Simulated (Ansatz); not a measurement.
Sn on the 1x1 (111) surface of fcc Au (the real clean face reconstructs), one in a 2x2 cell, energies for each (29.9 Å²). Energies are against an atom of beta tin, without zero-point or thermal terms; each row is named by its start.

Level of theory: PBE (plane waves to 420 eV, PAW; Ansatz, an electronic-structure program).

Model: 17-atom slab, 7.2 Å thick at the start under the adsorbate (thin: gaps and levels are the slab's own), 6x6x1 mesh, Fermi-Dirac 0.1 eV, dipole correction, 8 atoms held, the rest relaxed; each run with such symmetry as its start has; spin-polarised, no spin-orbit, no U, no dispersion correction.

A negative adsorption energy means that the adsorbate is more stable on the surface than in its reference. Starts that drift may end in the same place. Heights count from the host atoms within 0.3 Å of the top one.

| starting site | E_ads (eV) | height (Å) | nearest host atom (Å) | bonded to | Δ work function (eV) | lateral drift (Å) | moment (μB) |
|---|---|---|---|---|---|---|---|
| top Au | 0.42 | (withheld) | Au 2.56 | Au | -1.11 | 0.0 | 0.0 |
| hollow Au-Au-Au over Au at depth 2.4 Å | (withheld) | 2.09 | Au 2.73 | 3 Au | -0.95 | 0.0 | 0.0 |
| hollow Au-Au-Au over Au at depth 4.8 Å | -0.30 | 2.09 | Au 2.73 | 3 Au | -0.93 | 0.0 | 0.0 |
| bridge Au-Au (span 2.9 Å) | -0.30 | 2.08 | Au 2.72 | 3 Au | -0.93 | 0.9 | 0.0 |

Fill in the missing entries.


- top Au, height (Å): 1.95
- hollow Au-Au-Au over Au at depth 2.4 Å, E_ads (eV): -0.23
